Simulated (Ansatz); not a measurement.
Input:

```
CELL_PARAMETERS angstrom
     -2.15902     2.18373     2.18373
      2.15902    -2.18373     2.18373
      2.15902     2.18373    -2.18373
ATOMIC_POSITIONS crystal
  C  0.50000 0.75000 0.25000
  C  0.24951 0.50000 0.74951
  C  0.75049 0.50000 0.25049
  C  0.50000 0.25000 0.75000
  C  0.24951 0.74951 0.50000
  C  0.75049 0.25049 0.50000
```

No spin polarisation.

A single point on hypothetical Im-3m C with a change (uniaxial stress, 8 GPa compression along x), its geometry relaxed with PBEsol.

Method: Ansatz (a quantum-chemistry and plane-wave program) r2SCAN, scalar-relativistic without spin-orbit coupling. Γ-centred 11×11×11 mesh, Fermi–Dirac width 0.05 eV.

### Question
Predict the band gap and gap character.

### Answer
The band gap comes out as 2.31 eV. The gap character is indirect, M → Γ–Z (58 % along).

Single points use the geometry relaxed with PBEsol. Load acts through the strain it causes; cell and atoms are relaxed under it. Stability under load was not tested beyond the relaxation. The cell was made from C (space group Im-3m, No. 229; a hypothetical phase, not in the database extracts checked) by this change: uniaxial stress, 8 GPa compression along x.
